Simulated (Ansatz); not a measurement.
Density of states of CoSn (P6/mmm) near the Fermi level, PBEsol, rigid bands run with Ansatz (a quantum-chemistry and plane-wave program).

(E − E_F (eV), states/eV/cell): (-1.92, 15.8); (-1.82, 8.41); (-1.72, 8.80); (-1.62, 8.07); (-1.52, 10.6); (-1.42, 7.70); (-1.32, 7.22); (-1.22, 5.63); (-1.12, 3.52); (-1.02, 7.27); (-0.92, 6.79); (-0.82, 5.15); (-0.72, 5.83); (-0.62, 9.81); (-0.52, 19.6); (-0.42, 19.1); (-0.32, 12.9); (-0.22, 12.3); (-0.12, 6.94); (-0.02, 2.48); (0.08, 2.33); (0.18, 2.25); (0.28, 2.25); (0.38, 2.35); (0.48, 2.65); (0.58, 5.91); (0.68, 5.51); (0.78, 4.73); (0.88, 3.37); (0.98, 3.32); (1.08, 3.78); (1.18, 3.78); (1.28, 3.27); (1.38, 2.84); (1.48, 2.55); (1.58, 2.20); (1.68, 2.02); (1.78, 2.02); (1.88, 2.08)

Q: With 6 atoms a cell, what bare Sommerfeld coefficient γ = (π²/3) k_B² N(E_F) follows?

A: N(E_F) ≈ 2.5 states/eV a cell at 300 K, so γ ≈ 1.00 mJ/(mol of atoms·K²), before many-body enhancement (phonons, spin fluctuations, correlation).

Q: How far does the Fermi level move in a rigid band for 0.1 electron a cell added or removed?

A: 41 meV and -37 meV.

A metal at this level (no band gap); rigid bands, thermally averaged at 300 K, both spins. Spin-orbit coupling is left out. Geometry: cell and atoms relaxed with PBEsol.

Treated as nonmagnetic (a ferromagnetic start lost its moment, other orders weren't tried): CoSn (P6/mmm).
